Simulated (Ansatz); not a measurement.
Worked example: self-consistent single point of WSe₂ (P3m1, 6 atoms in the cell) in Ansatz (a program for electronic structure).

Computed with PBEsol, PAW files made with PBE (plane waves; Ansatz).

```
WSe2
1.0
    1.64820    -2.85477     0.00000
    1.64820     2.85477     0.00000
    0.00000     0.00000    13.02480
W Se
2 4
Cartesian
  1.64820   0.95159   3.30620
  1.64820  -0.95159   9.76860
  1.64820   0.95159  11.44880
  1.64820  -0.95159   4.93640
  1.64820  -0.95159   1.57600
  1.64820   0.95159   8.08840
```

Reference input (self-consistent single point, DFT, PBEsol, plane waves, PAW files made with PBE): basis.ecutwfc = 420 eV; kpoints.mp_grid.grid = 9 9 2; hamiltonian.xc = pbesol; hamiltonian.pseudopotentials = {kind: paw} (the program's default PAW files); scf.occupations.method = fermi_dirac; scf.occupations.width = 0.05 eV. This run's input differs from it in these lines:

Ansatz 0.2 input:
```diff
@@ -20,3 +20,3 @@
 scf:
-  occupations: { method: fermi_dirac, width: 0.05 }
+  occupations: { method: fermi_dirac, width: 0.5 }
 output:
```

Output, abridged:

```
SCF iter   1: F=—  HF=-42217.101526 eV  |F-HF|=—  |Δ(HF+E_count)|=         —  Δρ=3.63e-2  dr2=6.21e0  ethr=3.10e-3  ⟨swp⟩=5.4  Hψ=5551  notcnv=0
all-band conjugate gradients solve this SCF's bands
preconditioner: auto → LDOS
SCF iter   2: F=—  HF=-42217.813069 eV  |F-HF|=—  |Δ(HF+E_count)|=   7.12e-1  Δρ=4.16e-2  dr2=1.18e1  ethr=3.10e-3  ⟨swp⟩=3.8  Hψ=3293  notcnv=0
   [... lines left out ...]
SCF iter   5: F=—  HF=-42215.962232 eV  |F-HF|=—  |Δ(HF+E_count)|=   2.00e-4  Δρ=2.64e-4  dr2=1.52e-4  ethr=1.44e-6  ⟨swp⟩=2.0  Hψ=2385  notcnv=0
SCF iter   6: F=—  HF=-42215.962197 eV  |F-HF|=—  |Δ(HF+E_count)|=   3.45e-5  Δρ=6.58e-5  dr2=4.39e-6  ethr=1.65e-7  ⟨swp⟩=2.0  Hψ=2091  notcnv=0
SCF iter   7: F=—  HF=-42215.962212 eV  |F-HF|=—  |Δ(HF+E_count)|=   1.50e-5  Δρ=1.27e-5  dr2=3.33e-7  ethr=4.77e-9  ⟨swp⟩=2.2  Hψ=2660  notcnv=0
SCF iter   8: F=-42215.962212 eV  HF=-42215.962212 eV  |F-HF|=1.12e-9  |Δ(HF+E_count)|=   5.92e-9  Δρ=3.05e-6  dr2=1.12e-8  ethr=1.09e-10  ⟨swp⟩=6.4  Hψ=6267  notcnv=0
SCF 1 converged in 8 iterations: F = -42215.962212 eV  dr2 = 1.12e-8
Free energy (F): -42215.962212 eV
Internal energy: -42214.427721 eV  (E = F + TS)
E sigma→0 (E₀):  -42215.194966 eV
Entropy (-TS):   -1.534492 eV (-255.749 meV/atom)
Fermi energy:    12.653138 eV
--- Forces (eV/Å), atoms counted from 1 ---
  atom   1  W     -0.00000000     0.00000000    -1.18216260
  atom   2  W      0.00000000     0.00000000    -0.00207687
  atom   3  Se    -0.00000000     0.00000000    -0.07904082
  atom   4  Se     0.00000000    -0.00000000     0.54138922
  atom   5  Se     0.00000000    -0.00000000     0.63316877
  atom   6  Se     0.00000000     0.00000000     0.08874917
--- Stress (GPa, compression-positive) ---
       -0.973240       0.000000       0.000000
        0.000000      -0.973240      -0.000000
        0.000000       0.000000      -0.416224
  P = ⅓ Tr σ = -0.7876 GPa (-7.876 kbar)
  The stress holds the Pulay correction. Without it, at fixed plane waves, as pw.x and ABINIT print it: P = -0.8245 GPa
```

The run converged in 8 iterations. Against the reference run the free energy drops by 69.7 meV/atom, the pressure goes from -2.29 to -0.79 GPa and the largest force goes from 1.388 to 1.182 eV/Å.

The starting cell has typed, rounded lattice constants, without a prior relaxation at this level. Its lattice was rescaled by up to half a per cent. One atom was moved a little off its site on purpose. Spin-orbit coupling is off. Spin polarisation is off. Forces in this geometry exceed 1 eV/Å. Ansatz's pressure includes its estimate of the finite-basis (Pulay) stress.
